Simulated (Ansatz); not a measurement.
C11b WSi2, treated with PBEsol (plane waves, PAW; Ansatz, a program for electronic structure).

Run with plane-wave cutoff 520 eV, 28×28×28 k mesh, Fermi–Dirac smearing 0.044 eV (set by the program), no spin polarisation, scalar-relativistic PAW data made under PBE.

Computed at the level's own relaxed cell.

Elastic tensor (GPa, Voigt notation, ions relaxed):

```
  443.3   125.8    99.4     0.0     0.0     0.0
  125.8   443.3    99.4     0.0     0.0     0.0
   99.4    99.4   561.2     0.0     0.0     0.0
    0.0     0.0     0.0   211.6     0.0     0.0
    0.0     0.0     0.0     0.0   211.6     0.0
    0.0     0.0     0.0     0.0     0.0   212.9
```

**Question.** Work out the Voigt, Reuss and Hill averages of the bulk and shear moduli, Young's modulus and Poisson's ratio from the printed constants.

**Answer.** K_V = [C11 + C22 + C33 + 2(C12 + C13 + C23)]/9 = [1447.8 + 2 × 324.6]/9 = 233.0 GPa. G_V = [1447.8 − 324.6 + 3 × 636.1]/15 = 202.1 GPa. From the compliances S = C⁻¹, K_R = 231.6 and G_R = 199.1 GPa. Hill means: K = 232.3, G = 200.6 GPa. E = 9KG/(3K + G) = 467 GPa, ν = (3K − 2G)/(6K + 2G) = 0.16, K/G = 1.16.

Measured, for comparison: elastic constant C11 443 GPa, elastic constant C12 122 GPa, elastic constant C44 212 GPa, elastic constant C33 552 GPa, elastic constant C13 81 GPa, elastic constant C66 218 GPa (temperature not stated, not corrected to a static lattice; as tabulated in Friák et al. (2018), doi:10.3390/nano8121057). Computed (rounded) less measured: elastic constant C11 0.0 %, elastic constant C12 +3 %, elastic constant C44 0.0 %, elastic constant C33 +2 %, elastic constant C13 +23 %, elastic constant C66 -2 %. A static lattice is as a rule a little smaller and stiffer than an uncorrected measurement, which narrows the difference in the elastic constant C12, elastic constant C33 and would widen misses of the other sign.

Spin–orbit coupling is not included.

The computed numbers hold no vibrational or temperature effects.
